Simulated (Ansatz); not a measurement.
Take Te (space group P3_121, No. 152; a = 4.624 Å, c = 5.903 Å; made of chains) as the base. Axes: x lies along a and z along c of the hexagonal cell.

Calculations: DFT with r2SCAN, PAW potentials and a 500 eV plane-wave cutoff in Ansatz (a first-principles code), without spin-orbit coupling.

Now apply this change: uniaxial stress, 2 GPa tension along z; all other stress components relax to zero.

Problem. How does this affect the secant Young's modulus along z and energy relative to the base?

Solution. The secant Young's modulus along z comes out as 43 GPa; the energy grows by 9.6 meV/atom.

Load acts through the strain it causes; cell and atoms are relaxed under it. Beyond what the load breaks, stability against distortions was not tested. No dispersion term is included, though the crystal is made of layers, chains or molecules, so its spacings can come out too wide.
